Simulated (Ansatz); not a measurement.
For NiAs-type NiSb, PBE-D3(BJ) in Ansatz (PAW) gives:

- lattice constant a = 3.920 Å
- lattice parameter c = 5.102 Å

**Question.** What does r²SCAN (PAW; Ansatz, an electronic-structure program) give for the same quantities?

**Answer.** 
- lattice constant a: 3.931 Å (rises by 0.3 %)
- lattice parameter c: 5.120 Å (increases by 0.4 %)

For comparison: lattice constant a 3.946 Å (measured, temperature not stated, no zero-point or thermal correction; as tabulated in Wikipedia's data pages); lattice parameter c 5.148 Å (measured, temperature not stated, not corrected to a static lattice; as tabulated in Wikipedia's data pages).

Changes are worked out from the printed values.

Unless a cell is named, each level is at its own relaxed cell (PBE-D3(BJ) 16.97, r²SCAN 17.13 Å³/atom).

The crystal itself was run without spin with PBE-D3(BJ), r²SCAN; a magnetic state was not tried in these runs.

Ansatz's density-functional and Hartree–Fock values are scalar-relativistic unless marked +SOC, with PAW data made under PBE.
